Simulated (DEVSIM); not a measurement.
Device: Schottky contact on n-type Ge, at 350 K.

| layer (left to right) | material | thickness (μm) | Nd (cm⁻³) | τn (s) | τp (s) |
|---|---|---|---|---|---|
| 1 | Ge | 7.30 | 4.7e15 | 6.2e-5 | 6.2e-5 |
| 2 | Ge | 14.0 | 1.8e18 | 6.2e-5 | 1.9e-6 |

Left contact: Schottky, work function 4.43 eV, emission velocity 1.8e6 cm/s. Right contact: ohmic. Voltage is applied to the left contact. Recombination: SRH at mid-gap. Mobility is constant in doping.

The device is made up for the run: typed textbook-type constants, with dimensions and the other settings drawn at random. Values at 300 K; Nc and Nv go as T^1.5, mobilities as T to minus their exponent, the gap by Varshni's rule with the affinity fixed.

| parameter | Ge |
|---|---|
| gap (eV) | 0.664 |
| affinity (eV) | 4 |
| permittivity | 16 |
| Nc (cm⁻³) | 1.04e19 |
| Nv (cm⁻³) | 6e18 |
| μn (cm²/Vs) | 3900 |
| μp (cm²/Vs) | 1900 |
| T exponent of μn | 1.66 |
| T exponent of μp | 2.33 |
| Varshni α (eV/K) | 0.000477 |
| Varshni β (K) | 235 |

Model (solved in DEVSIM): 1D drift-diffusion, Boltzmann statistics, complete ionisation; no tunnelling, impact ionisation, image-force lowering or self-heating. Metal contacts follow the ideal Schottky-Mott rule: no Fermi-level pinning, no interface dipoles.

### Question
Tabulate band edges, carrier densities and field at zero bias.

### Answer
Energies count from the Fermi level of the right contact; mesh points crowd at the junctions.

| x (μm) | Ec (eV) | Ev (eV) | n (cm⁻³) | p (cm⁻³) | field (V/cm) |
|---|---|---|---|---|---|
| 0.000 | 0.430 | -0.214 | 8.4e12 | 6.2e15 | -15000 |
| 0.03724 | 0.382 | -0.262 | 4.1e13 | 1.3e15 | -11000 |
| 0.1319 | 0.301 | -0.344 | 6.1e14 | 8.5e13 | -6200 |
| 0.3724 | 0.243 | -0.402 | 4.2e15 | 1.2e13 | -450 |
| 1.314 | 0.239 | -0.405 | 4.7e15 | 1.1e13 | ≈ 0 |
| 3.377 | 0.239 | -0.405 | 4.7e15 | 1.1e13 | ≈ 0 |
| 5.756 | 0.239 | -0.405 | 4.7e15 | 1.1e13 | ≈ 0 |
| 6.878 | 0.239 | -0.405 | 4.8e15 | 1.1e13 | -34 |
| 7.149 | 0.230 | -0.415 | 6.5e15 | 8.0e12 | -1400 |
| 7.255 | 0.189 | -0.455 | 2.4e16 | 2.1e12 | -9100 |
| 7.297 | 0.105 | -0.540 | 4.1e17 | 1.3e11 | -51000 |
| 7.348 | 0.060 | -0.584 | 1.8e18 | 2.9e10 | ≈ 0 |
| 7.460 | 0.060 | -0.584 | 1.8e18 | 2.9e10 | ≈ 0 |
| 7.745 | 0.060 | -0.584 | 1.8e18 | 2.9e10 | ≈ 0 |
| 8.932 | 0.060 | -0.584 | 1.8e18 | 2.9e10 | ≈ 0 |
| 11.50 | 0.060 | -0.584 | 1.8e18 | 2.9e10 | ≈ 0 |
| 16.65 | 0.060 | -0.584 | 1.8e18 | 2.9e10 | ≈ 0 |
| 19.49 | 0.060 | -0.584 | 1.8e18 | 2.9e10 | ≈ 0 |
| 20.78 | 0.060 | -0.584 | 1.8e18 | 2.9e10 | ≈ 0 |
| 21.11 | 0.060 | -0.584 | 1.8e18 | 2.9e10 | ≈ 0 |
| 21.24 | 0.060 | -0.584 | 1.8e18 | 2.9e10 | ≈ 0 |
| 21.30 | 0.060 | -0.584 | 1.8e18 | 2.9e10 | ≈ 0 |
